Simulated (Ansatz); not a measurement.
ZrSi2 (Cmcm, No. 63) was calculated with PBEsol (Ansatz, a first-principles code, PAW).

Settings: plane-wave cutoff 520 eV, 16×16×16 k mesh, Fermi–Dirac smearing 0.056 eV (set by the program), scalar-relativistic PAW data made under PBE.

Computed at the level's own relaxed cell.

Elastic tensor (GPa, Voigt notation, ions relaxed):

```
  252.2    82.6    96.4     0.0     0.0     0.0
   82.6   193.4    71.2     0.0     0.0     0.0
   96.4    71.2   293.9     0.0     0.0     0.0
    0.0     0.0     0.0   115.1     0.0     0.0
    0.0     0.0     0.0     0.0   135.3     0.0
    0.0     0.0     0.0     0.0     0.0   118.7
```

### Question
Work out the Voigt, Reuss and Hill averages of the bulk and shear moduli, Young's modulus and Poisson's ratio from the printed constants.

### Answer
K_V = [C11 + C22 + C33 + 2(C12 + C13 + C23)]/9 = [739.5 + 2 × 250.2]/9 = 137.8 GPa. G_V = [739.5 − 250.2 + 3 × 369.1]/15 = 106.4 GPa. From the compliances S = C⁻¹, K_R = 132.8 and G_R = 100.0 GPa. Hill means: K = 135.3, G = 103.2 GPa. E = 9KG/(3K + G) = 247 GPa, ν = (3K − 2G)/(6K + 2G) = 0.20, K/G = 1.31.

Note: the relaxation could not lower the start's symmetry, so the cell can be a saddle point above a distorted one.
